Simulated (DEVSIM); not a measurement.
Device: illuminated GaAs p-on-n cell, one wavelength, at 250 K.

Layer 1 from the left is GaAs, thickness (μm) 0.150, Na (cm⁻³) 7.1e17, τn (s) 6.5e-11, τp (s) 2e-10, absorption coefficient (cm⁻¹) 5200. Layer 2 from the left is GaAs, thickness (μm) 1.70, Nd (cm⁻³) 1.4e15, τn (s) 3.8e-10, τp (s) 3.8e-10, absorption coefficient (cm⁻¹) 5200.

Left contact: ohmic, minority electron recombination velocity 7e6 cm/s. Right contact: ohmic, minority hole recombination velocity 20 cm/s. Voltage is applied to the left contact. Recombination: SRH at mid-gap, radiative, Auger. Light enters at the left, 1.2e18 photons cm⁻² s⁻¹, one pass, no reflection. Mobility is constant in doping.

This is a model device: material constants are rounded textbook-type values typed into the input, and sizes, dopings and lifetimes were drawn at random. Values at 300 K; Nc and Nv go as T^1.5, mobilities as T to minus their exponent, the gap by Varshni's rule with the affinity fixed.

GaAs: gap (eV) 1.424, affinity (eV) 4.07, permittivity 12.9, Nc (cm⁻³) 4.7e17, Nv (cm⁻³) 9e18, μn (cm²/Vs) 8500, μp (cm²/Vs) 400, T exponent of μn 2.1, T exponent of μp 2.2, B (cm³/s) 2e-10, Cn (cm⁶/s) 1e-30, Cp (cm⁶/s) 1e-30, Varshni α (eV/K) 0.000541, Varshni β (K) 204.

Model (solved in DEVSIM): 1D drift-diffusion, Boltzmann statistics, complete ionisation; no tunnelling, impact ionisation, image-force lowering or self-heating.

Dark forward current:

| |V| (V) | |J| (A/cm²) |
|---|---|
| 0.05 | 9.973e-12 |
| 0.10 | 4.019e-11 |
| 0.15 | 1.382e-10 |
| 0.20 | 4.598e-10 |
| 0.25 | 1.517e-9 |
| 0.30 | 4.997e-9 |
| 0.35 | 1.648e-8 |
| 0.40 | 5.447e-8 |
| 0.45 | 1.805e-7 |
| 0.50 | 6.000e-7 |
| 0.55 | 2.002e-6 |
| 0.60 | 6.708e-6 |
| 0.65 | 2.261e-5 |
| 0.70 | 7.674e-5 |
| 0.75 | 0.0002631 |
| 0.80 | 0.0009153 |
| 0.85 | 0.003260 |
| 0.90 | 0.01210 |
| 0.95 | 0.04827 |
| 1.00 | 0.2174 |
| 1.05 | 1.145 |
| 1.10 | 6.670 |
| 1.15 | 34.54 |
| 1.20 | 145.2 |
| 1.25 | 639.2 |
| 1.30 | 3323 |

Work out the local ideality factor n = ΔV / (kT/q · ln(J2/J1)) between the rows 0.10 and 0.15 V, 1.05 and 1.10 V, 1.25 and 1.30 V.

kT/q = 21.54 mV. From 0.10 to 0.15 V: ln(1.382e-10/4.019e-11) = 1.235, n = 1.88, near the 2 of recombination in the depletion region. From 1.05 to 1.10 V: ln(6.670/1.145) = 1.762, n = 1.32. From 1.25 to 1.30 V: ln(3323/639.2) = 1.648, n = 1.41.

What current could the absorbed light give at most, and what share is collected?

Σ αd = 0.962, so qΦ(1 − exp(−Σ αd)) = 119 mA/cm². The simulated short-circuit current is 109.6 mA/cm², a share of 0.92.

Estimate the open-circuit voltage by superposition: the voltage at which the dark current equals that short-circuit current.

Interpolating ln J in the table gives 0.977 V. The simulation gives 0.969 V; the estimate lies 8 mV above. Superposition holds where collection doesn't change with voltage.

Estimate the fill factor from FF0 = (v − ln(v + 0.72))/(v + 1), v = qVoc/(nkT), with n from the dark curve.

The rows about Voc, 0.95 and 1.00 V, give n = 1.54, so v = 29.2 and FF0 = 0.854. The simulation gives 0.703; the estimate lies 22 % above.
